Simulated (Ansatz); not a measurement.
Start from SnO$_{2}$ in the rutile structure (space group P4_2/mnm, No. 136; a = 4.769 Å, c = 3.211 Å).

All numbers come from PBEsol/PAW in Ansatz (a quantum-chemistry and plane-wave program), no spin-orbit coupling, earlier PAW set.

Before the change:

* **Width of the top valence band**: 1.24 eV
* **Lattice parameter a**: 4.769 Å
* **Band gap**: 0.92 eV
* **Gap character**: direct at Γ

The change: Ti takes the place of Sn on all its sites; the structure is relaxed again.

Problem. How does this affect the width of the top valence band, lattice parameter a, band gap and gap character?

Solution. The width of the top valence band rises by 0.404 eV to 1.65 eV; the lattice parameter a drops by 0.177 Å (4.769 Å → 4.592 Å); the band gap goes up by 0.95 eV to 1.87 eV; the gap character remains direct at Γ.

Stability against distortions was not tested. The final runs are not spin-polarised.
